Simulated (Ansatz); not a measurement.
PBE against PBEsol: Y

Consider Y in the hcp (Mg type) structure (space group P6_3/mmc, No. 194; a = 3.656 Å, c = 5.679 Å).

(Cell as relaxed with PBE.)

Levels (all Ansatz, an electronic-structure program, PAW): PBE (420 eV, no SOC); PBEsol (420 eV, no spin-orbit coupling).

Each level relaxes its own structure.

```tsv
quantity	PBE	PBEsol
volume per atom	32.86 Å³	31.34 Å³
lattice parameter a	3.656 Å	3.599 Å
lattice parameter c	5.679 Å	5.587 Å
band gap	zero	zero
```

PBE's volume per atom lies 1.52 Å³ above PBEsol's (4.8 %); PBE's lattice parameter a lies 0.0562 Å above PBEsol's (1.6 %); PBE's lattice parameter c lies 0.092 Å above PBEsol's (1.6 %); the two agree on the band gap. Neither level is exact; PBEsol is the comparison here, not a measurement.

No phonon test of stability was made. All final runs are without spin polarisation.
